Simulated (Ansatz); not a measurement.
Base system: MgS in the rock salt structure (space group Fm-3m, No. 225; a = 5.203 Å).

Calculations: r2SCAN in Ansatz (plane waves to 500 eV, PAW, without spin-orbit coupling).

Base values:

| Quantity | Value |
|---|---|
| Band gap | 3.46 eV |
| Pressure | 0.00 GPa |
| Width of the top valence band | 2.34 eV |

Perturbation: an isotropic linear strain of +2.50 %, atoms relaxed at fixed cell.

Problem. Estimate the effect on the band gap.

Solution. The band gap drops by 0.16 eV (3.46 eV → 3.30 eV).

Problem. Predict the new pressure.

Solution. The pressure goes from zero to -5.09 GPa.

Problem. Estimate the effect on the width of the top valence band.

Solution. The width of the top valence band drops by 0.20 eV (2.34 eV → 2.14 eV).

Stability against distortions was not tested.

Ansatz is an electronic-structure program.
